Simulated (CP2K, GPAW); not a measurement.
A GPAW input for a self-consistent single point of YGa (Cmcm, 4 atoms in the cell) (DFT LDA (Perdew-Wang 92), plane waves, GPAW PAW datasets LDA (gpaw-data 1.0.1)):

```python
from ase import Atoms
from ase.units import GPa
from gpaw import GPAW, PW, FermiDirac

atoms = Atoms(['Y', 'Y', 'Ga', 'Ga'],
              cell=[[2.193026, -5.491616, 0.000000],
                    [2.193026, 5.491616, 0.000000],
                    [0.000000, 0.000000, 4.114524]],
              scaled_positions=[[0.860930, 0.139070, 0.750000],
                                [0.139070, 0.860930, 0.250000],
                                [0.574240, 0.425760, 0.750000],
                                [0.425760, 0.574240, 0.250000]],
              pbc=True)

calc = GPAW(mode=PW(550),
            xc='LDA',
            kpts={'size': (6, 6, 6), 'gamma': True},
            occupations=FermiDirac(0.1),
            nbands=-10,
            convergence={'forces': 0.001},
            symmetry={'symmorphic': False, 'tolerance': 0.0005},
            maxiter=150)

atoms.calc = calc

energy = atoms.get_potential_energy()
print('Energy (eV):', round(energy, 6))
forces = atoms.get_forces()
print('Forces (eV/Ang):')
print(forces.round(5))
stress = atoms.get_stress()
print('Stress (GPa, Voigt):', (stress / GPa).round(4))
```

### Question
Give the CP2K input for the same structure, mesh, smearing and functional.

### Answer
This is the input that was run; spellings and numerical settings could be chosen otherwise.

```
&GLOBAL
  PROJECT calc
  RUN_TYPE ENERGY_FORCE
  PRINT_LEVEL MEDIUM
&END GLOBAL
&FORCE_EVAL
  METHOD Quickstep
  STRESS_TENSOR ANALYTICAL
  &DFT
    BASIS_SET_FILE_NAME BASIS_MOLOPT
    POTENTIAL_FILE_NAME GTH_POTENTIALS
    &QS
      METHOD GPW
      EPS_DEFAULT 1E-11
    &END QS
    &MGRID
      CUTOFF 600
      REL_CUTOFF 50
      NGRIDS 5
    &END MGRID
    &SCF
      SCF_GUESS ATOMIC
      EPS_SCF 1E-6
      MAX_SCF 100
      ADDED_MOS 9
      &DIAGONALIZATION
        ALGORITHM STANDARD
      &END DIAGONALIZATION
      &MIXING
        METHOD BROYDEN_MIXING
        ALPHA 0.3
        NBUFFER 10
        BETA 1
      &END MIXING
      &SMEAR ON
        METHOD FERMI_DIRAC
        ELECTRONIC_TEMPERATURE [K] 1160.45
      &END SMEAR
    &END SCF
    &KPOINTS
      SCHEME MONKHORST-PACK 6 6 6
      GAMMA_CENTERED T
    &END KPOINTS
    &XC
      &XC_FUNCTIONAL PADE
      &END XC_FUNCTIONAL
    &END XC
    &PRINT
      &MO
        EIGENVALUES T
        OCCUPATION_NUMBERS T
        NDIGITS 8
        FILENAME mo
        &EACH
          QS_SCF 0
        &END EACH
        ADD_LAST NUMERIC
      &END MO
      &MULLIKEN ON
      &END MULLIKEN
    &END PRINT
  &END DFT
  &SUBSYS
    &CELL
      ABC 5.91330800 5.91330741 4.11452400
      ALPHA_BETA_GAMMA 90.00000000 90.00000000 136.46232251
      PERIODIC XYZ
    &END CELL
    &COORD
      Y        4.49479511     0.56646994     3.08589300
      Y       -2.86817111     3.50680206     1.02863100
      Ga       1.57055941     1.73423629     3.08589300
      Ga       0.05606459     2.33903571     1.02863100
    &END COORD
    &KIND Y
      BASIS_SET DZVP-MOLOPT-SR-GTH-q11
      POTENTIAL GTH-PADE-q11
    &END KIND
    &KIND Ga
      BASIS_SET DZVP-MOLOPT-SR-GTH-q13
      POTENTIAL GTH-PADE-q13
    &END KIND
  &END SUBSYS
  &PRINT
    &FORCES ON
    &END FORCES
    &STRESS_TENSOR ON
    &END STRESS_TENSOR
  &END PRINT
&END FORCE_EVAL
```

Basis settings and potentials, where a program has them, do not carry over. This input uses DFT LDA (Pade form), GPW, DZVP-MOLOPT-SR-GTH basis, GTH-PADE potentials (GTH_POTENTIALS). LDA parametrisations can differ slightly between programs.

The starting cell comes from a database of computed structures (which also holds hypothetical and non-ambient phases and stackings), without a prior relaxation at this level. Its lattice was rescaled by a random factor within 2.5 % of one.
